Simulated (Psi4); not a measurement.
Psi4 1.11, unrestricted WB97X/def2-svp: Fe(Cl)4 ([Cl][Fe-]([Cl])([Cl])[Cl]), charge -1, multiplicity 6, 5 atoms. The geometry is a generated start, not checked to be a minimum at this level.

```yaml
task: energy
method: wb97x
basis: def2-svp
memory: 3 GB
maxiter: 100
keys_of_the_molecule_block: symmetry c1
scf_type: df (default)
diis_max_vecs: 10 (default)
e_convergence: 1e-06 (default)
d_convergence: 1e-06 (default)
dft_radial_points: 75 (default)
dft_spherical_points: 302 (default)
basis_functions: 103
grid_points: 108361
```

```xyz
5

Fe     0.0105    -0.0067     0.0063
Cl     1.7369    -0.5742    -1.1798
Cl     0.6150     0.4847     2.0315
Cl    -0.9345     1.7262    -0.8970
Cl    -1.4279    -1.6299     0.0391
```

Charge -1 and multiplicity 6 are set for this test and not shown to be the ground state.

With the defaults (damping_percentage = 0, diis = true, scf_initial_accelerator = adiis, level_shift = 0, level_shift_cutoff = 0.01, soscf = false, soscf_start_convergence = 0.01, guess = auto, which took SAD) it converges in 23 SCF iterations. One run each on 2 threads, with these changes:
- damping_percentage = 60, diis = false, scf_initial_accelerator = none
- soscf = true
- soscf = true, soscf_start_convergence = 0.001
- damping_percentage = 60
- guess = huckel
- scf_initial_accelerator = none
- guess = sapgau
- damping_percentage = 20
- level_shift = 0.5, level_shift_cutoff = 0.001

Name the settings that don't reach the solution of the defaults.

No convergence: damping_percentage = 60; damping_percentage = 60, diis = false, scf_initial_accelerator = none (the run ends without SCF convergence in 100 iterations). The rest reach the solution of the defaults.

```csv
setting,SCF iterations,JK calls,end
guess = huckel,12,25,same solution
guess = sapgau,14,14,same solution
"level_shift = 0.5, level_shift_cutoff = 0.001",19,20,same solution
"soscf = true, soscf_start_convergence = 0.001",20,36,same solution
soscf = true,21,57,same solution
the defaults,23,24,same solution
scf_initial_accelerator = none,28,29,same solution
damping_percentage = 20,31,32,same solution
damping_percentage = 60,100,101,no convergence
"damping_percentage = 60, diis = false, scf_initial_accelerator = none",100,101,no convergence
```

An SOSCF iteration holds several JK calls; a Hückel guess adds calls on atoms.
